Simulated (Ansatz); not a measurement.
Defect: Ru-vacancy pair (Ru on one host Nb site, one Nb site vacant) in bcc Nb, neutral cell. Method: PBE, PAW (plane waves to 420 eV; Ansatz, a program for electronic structure).

Cell of 36 host sites held at the relaxed PBE lattice; a 2×2×3 k-point mesh shifted by half a step; Fermi-Dirac width 0.10 eV, spin-restricted; finite-size errors left in. No zero-point or tunnelling terms. Forms of the defect that were not tried may lie lower.

Barriers: single points on a 3×3×4 k-point mesh shifted by half a step at the bands' geometries (they differ from the bands' own by up to 0.10 eV, and are uncertain by about as much).

A. a nearby Nb atom hops onto the vacant site (Ru-vacancy distance between ideal sites 2.87 → 3.31 Å); the atom moves 2.60 Å along (0.45, 0.45, -0.47) of the unit cell; the moving atom starts with neighbours 2 Nb at 2.80, Nb at 2.84, 2 Nb at 2.88, Nb at 2.90, Nb at 2.97, 2 Nb at 3.17, 2 Nb at 3.38; Ru at 3.28, Ru at 3.35 Å and ends with 2 Nb at 2.85, 2 Nb at 2.87, Nb at 2.93, Nb at 2.96, 2 Nb at 3.14, Nb at 3.29, Nb at 3.33, 2 Nb at 3.40; Ru at 2.78 Å; the start lies 0.56 eV above the lowest site run; saddle order not checked, on a symmetry element.
B. direct exchange of Ru with the vacancy (Ru-vacancy distance between ideal sites 2.87 Å throughout); the atom moves 3.05 Å along (0.53, 0.53, 0.54) of the unit cell; the moving atom starts with neighbours Nb at 2.73, Nb at 2.76, 3 Nb at 2.79, 2 Nb at 2.83, 3 Nb at 3.28, 2 Nb at 3.30, Nb at 3.35 Å and ends with Nb at 2.73, Nb at 2.76, 3 Nb at 2.79, 2 Nb at 2.83, 3 Nb at 3.28, 2 Nb at 3.30, Nb at 3.35 Å; the start lies 0.56 eV above the lowest site run; saddle order not checked, on a symmetry element.

A band can be held on a symmetry element, so unchecked saddle points there may be too high.

Q: Rank these by forward barrier (lowest first), as PBE, PAW gives it.

A: A (0.27 eV), B (1.37 eV)
